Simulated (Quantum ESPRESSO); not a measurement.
**A short convergence ladder for Ge₂W (I4mm, 3 atoms in the cell)**

```xyz
3
Lattice="-1.6706 1.6706 4.1092 1.6706 -1.6706 4.1092 1.6706 1.6706 -4.1092" Properties=species:S:1:pos:R:3 pbc="T T T"
Ge     0.0000     0.0000     2.8245
Ge     0.0000     0.0000     5.4440
W      0.0000     0.0000     0.0000
```

Base method: PBEsol, PSlibrary PAW (PBE) pseudopotentials (plane waves; Quantum ESPRESSO 7.5).

Base settings: ecutwfc = 55 Ry; ecutrho = 495 Ry; occupations = smearing; smearing = gauss; degauss = 0.0073499 Ry; input_dft = pbesol; potentials = {Ge: Ge.pbe-n-kjpaw_psl.1.0.0.UPF, W: W.pbe-spn-kjpaw_psl.1.0.0.UPF}; K_POINTS = automatic 6 6 6 0 0 0; conv_thr = 1e-10 Ry; mixing_beta = 0.4.

The count of work is k-points × plane waves × bands × iterations; it is no time. 

**The k-point mesh**

The second cell is the first with its lattice scaled by 0.98.

Only quantities that move along the ladder and can be compared are tabulated.

```csv
K_POINTS,free energy less the last step's (meV/atom),energy of the compressed cell less the first (meV/atom),pressure (GPa),largest difference of a force vector from the last step's (eV/Å),count of work / last
automatic 2 2 2 0 0 0,150.36,23.19,-2.21,0.123,0.022
automatic 4 4 4 0 0 0,9.04,18.63,-2.97,0.091,0.066
automatic 6 6 6 0 0 0,0.36,17.31,-3.10,0.018,0.15
automatic 13 13 13 0 0 0,0.00,17.44,-3.10,0.000,1.0
```

Coarsest K_POINTS that holds the free energy within 2 meV/atom of the last step, with all finer ones: automatic 6 6 6 0 0 0, at 0.15 of the last step's count of work; the step before is off by 9.0 meV/atom.

Coarsest K_POINTS that holds the forces within 0.02 eV/Å: not settled: the last two steps still differ by 0.018 eV/Å, over half the tolerance, so the ladder does not show it.

Coarsest K_POINTS that holds the energy of the compressed cell less the first within 0.5 meV/atom of the last step, with all finer ones: automatic 6 6 6 0 0 0, at 0.15 of the last step's count of work; the step before is off by 1.2 meV/atom.

On the base run: the starting cell comes from a database of computed structures (which also holds hypothetical and non-ambient phases and stackings), without a prior relaxation at this level. Its lattice was rescaled by up to half a per cent. One atom was moved a little off its site on purpose. Spin polarisation is off. In the base run, with a pressure of about -3 GPa the cell is away from its equilibrium volume at this level.
